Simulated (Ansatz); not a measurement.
## KF, response to strain

Base system: KF in the rock salt structure (space group Fm-3m, No. 225; a = 5.307 Å).

Strains are applied to the cell and any free atomic positions relax.

Level of theory: Ansatz (a program for electronic structure) PBEsol, spin-orbit coupling left out.

Candidates:
(a) isotropic strain +3.00 %
(b) isotropic strain +1.50 %
(c) isotropic strain −3.00 %

Base values:

| Property | Value |
|---|---|
| Band gap | 6.15 eV |

**Question.** Order them by band gap, lowest first.

**Answer.** (a) isotropic strain +3.00 % (5.72 eV), (b) isotropic strain +1.50 % (5.93 eV), (c) isotropic strain −3.00 % (6.64 eV)

Whether these cells are dynamically stable was not tested.
